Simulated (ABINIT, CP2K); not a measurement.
An ABINIT input for a self-consistent single point of RbBH₄ (F-43m, 6 atoms in the cell) (DFT, PBEsol, plane waves, norm-conserving pseudopotentials (PseudoDojo nc-sr-04 PBEsol standard)):

```
# RbBH4, PseudoDojo nc-sr-04 PBEsol standard
pp_dirpath "./"
pseudos "Rb.upf, B.upf, H.upf"
acell 3*1.0
rprim
        -0.0000000000    6.3951639078    6.3951639078
         6.3951639078   -0.0000000000    6.3951639078
         6.3951639078    6.3951639078   -0.0000000000
natom 6
ntypat 3
znucl 37 5 1
typat 1 2 3 3 3 3
xcart
         0.0000000000    0.0000000000    0.0000000000
         6.3951639078    6.3951639078    6.3951639078
         7.7051492827    7.7051492827    7.7051492827
         7.7051492827    5.0851785329    5.0851785329
         5.0851785329    5.0851785329    7.7051492827
         5.0851785329    7.7051492827    5.0851785329
ecut 1034 eV
occopt 1
nband 12
kptopt 1
ngkpt 6 6 6
nshiftk 1
shiftk 0 0 0
nstep 100
tolvrs 1.0e-11
diemac 12
prtwf 0
prtden 0
enunit 2
```

Q: Translate this input to CP2K.

A: This is the input that was run; spellings and numerical settings could be chosen otherwise.

```
&GLOBAL
  PROJECT calc
  RUN_TYPE ENERGY_FORCE
  PRINT_LEVEL MEDIUM
&END GLOBAL
&FORCE_EVAL
  METHOD Quickstep
  STRESS_TENSOR ANALYTICAL
  &DFT
    BASIS_SET_FILE_NAME BASIS_MOLOPT
    POTENTIAL_FILE_NAME GTH_POTENTIALS
    &QS
      METHOD GPW
      EPS_DEFAULT 1E-10
    &END QS
    &MGRID
      CUTOFF 500
      REL_CUTOFF 40
      NGRIDS 5
    &END MGRID
    &SCF
      SCF_GUESS ATOMIC
      EPS_SCF 1E-6
      MAX_SCF 100
      ADDED_MOS 4
      &DIAGONALIZATION
        ALGORITHM STANDARD
      &END DIAGONALIZATION
      &MIXING
        METHOD BROYDEN_MIXING
        ALPHA 0.2
        NBUFFER 12
        BETA 1.5
      &END MIXING
    &END SCF
    &KPOINTS
      SCHEME MONKHORST-PACK 6 6 6
      GAMMA_CENTERED T
    &END KPOINTS
    &XC
      &XC_FUNCTIONAL
        &PBE
          PARAMETRIZATION PBESOL
        &END PBE
      &END XC_FUNCTIONAL
    &END XC
    &PRINT
      &MO
        EIGENVALUES T
        OCCUPATION_NUMBERS T
        NDIGITS 8
        FILENAME mo
        &EACH
          QS_SCF 0
        &END EACH
        ADD_LAST NUMERIC
      &END MO
      &MULLIKEN ON
      &END MULLIKEN
    &END PRINT
  &END DFT
  &SUBSYS
    &CELL
      ABC 4.78594600 4.78594616 4.78594648
      ALPHA_BETA_GAMMA 59.99999900 60.00000335 60.00000109
      PERIODIC XYZ
    &END CELL
    &COORD
      SCALED
      Rb       0.00000000     0.00000000     0.00000000
      B        0.50000000     0.50000000     0.50000000
      H        0.60242000     0.60242000     0.60242000
      H        0.19274000     0.60242000     0.60242000
      H        0.60242000     0.60242000     0.19274000
      H        0.60242000     0.19274000     0.60242000
    &END COORD
    &KIND Rb
      BASIS_SET DZVP-MOLOPT-SR-GTH
      POTENTIAL GTH-PBE-q9
    &END KIND
    &KIND B
      BASIS_SET DZVP-MOLOPT-SR-GTH
      POTENTIAL GTH-PBE-q3
    &END KIND
    &KIND H
      BASIS_SET DZVP-MOLOPT-SR-GTH
      POTENTIAL GTH-PBE-q1
    &END KIND
  &END SUBSYS
  &PRINT
    &FORCES ON
    &END FORCES
    &STRESS_TENSOR ON
    &END STRESS_TENSOR
  &END PRINT
&END FORCE_EVAL
```

Basis settings and potentials, where a program has them, do not carry over. This input uses DFT PBEsol, GPW, DZVP-MOLOPT-SR-GTH basis, GTH-PBE potentials (GTH_POTENTIALS).

The starting cell comes from a database of computed structures (which also holds hypothetical and non-ambient phases and stackings), without a prior relaxation at this level. For this run, on top of that: lattice scaled by 0.98.
